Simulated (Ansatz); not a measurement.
The starting structures come from a database of crystals and need not be the phases stable at ambient conditions.

 Where the default PAW files enter, the runs use the earlier of Ansatz's two default sets.

Given:

```yaml
crystal:
  lattice:
    - [3.24090, 0.00000, 0.00000]
    - [0.00000, 4.86658, 0.00000]
    - [0.00000, 0.00000, 4.78800]
  atoms:
    - { symbol: Sn, position: [0.50000, 0.50000, 0.50000] }
    - { symbol: Sn, position: [0.00000, 0.00000, 0.00000] }
    - { symbol: O, position: [0.00000, 0.32104, 0.29185] }
    - { symbol: O, position: [0.00000, 0.67896, 0.70815] }
    - { symbol: O, position: [0.50000, 0.17896, 0.79185] }
    - { symbol: O, position: [0.50000, 0.82104, 0.20815] }
```

Space group of this cell: Pnnm. The cell is taken as given; by r2SCAN its mean pressure is -8.3 GPa.

The numbers are results of r2SCAN (plane waves, PAW; Ansatz, an electronic-structure program), not measurements.

The current runs along the normal of the first two printed vectors; no spin-orbit coupling. Scaled by the factor s: all lengths (ions clamped). Meshes 10×6×6 and 10×6 across the current in all rows.

```json
[
 {"s": "0.98", "mean pressure (GPa)": "4.0", "band gap (eV)": "2.10"},
 {"s": "1.00", "mean pressure (GPa)": "-8.3", "band gap (eV)": "1.41"},
 {"s": "1.02", "mean pressure (GPa)": "-17.2", "band gap (eV)": "?"}
]
```

### Question
Take the slope of the band gap against ln s from the two given rows, extrapolate to s = 1.02, and say what the run there gives.

### Answer
Slope = (2.10 − 1.41) / ln 0.98 = -34.2 eV. The line gives 1.41 + (-34.2) × ln 1.02 = 0.73 eV. The run gives 0.83 eV, 0.10 eV over the line, 14 % of the predicted step.
